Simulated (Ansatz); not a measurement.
## Carrier doping in hypothetical P6_422 SiC

Consider SiC (space group P6_422, No. 181; a = 3.0657 Å, c = 7.0310 Å; a hypothetical phase, not in the database extracts checked).

Carriers are added at fixed cell with a uniform background; the Fermi–Dirac width is that of 300 K.

Method: PBEsol in Ansatz (plane waves to 420 eV, PAW, spin-orbit coupling left out).

Notes on the quantities. Fermi level from band edge: Fermi level relative to the doped band's edge (positive inside the band; to 0.05 eV).

```tsv
hole density (10^21 cm⁻³)	Fermi level from band edge (eV)
2	0.45
7	?
10	0.85
20	1.20
```

Fit E_F = C n^s, fitted as a line in log–log form (a parabolic band gives s = 2/3) to the rows shown and predict the withheld row.

Least squares on the printed values gives C = 0.33 eV, s = 0.42 (largest residual 0.03 eV); this predicts 0.75 eV, and the run gives 0.70 eV, in agreement.

Carriers are added with a uniform compensating background; total energy and stress of such cells depend on the potential's zero and are not compared; many-body gap narrowing is missing at this level. Whether these cells are dynamically stable was not tested. The base started in P3_121 and relaxed to P6_422 at this level.

Ansatz is a first-principles code.
